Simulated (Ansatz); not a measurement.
Consider the following.

```
CELL_PARAMETERS angstrom
      0.00000     2.00394     2.00394
      2.00394     0.00000     2.00394
      2.00394     2.00394     0.00000
ATOMIC_POSITIONS crystal
  Li 0.00000 0.00000 0.00000
  F  0.50000 0.50000 0.50000
```

Level of theory: r2SCAN, rigid bands (plane waves, PAW, scalar-relativistic; Ansatz, an electronic-structure program). Geometry: cell and atoms relaxed with PBEsol.

Q: What conductivity effective mass do dilute electrons have at 300 K?

A: 0.89 mₑ.

Q: Predict the hole conductivity mass (n e² τ/σ) at 300 K, by direction if it differs.

A: 3.6 mₑ.

Q: And the band gap?

A: 10.20 eV at this level; semilocal functionals usually fall short of the measured gap.

Rigid bands, one relaxation time for all states, no polarons. Spin-orbit coupling is left out. Geometry: cell and atoms relaxed with PBEsol.
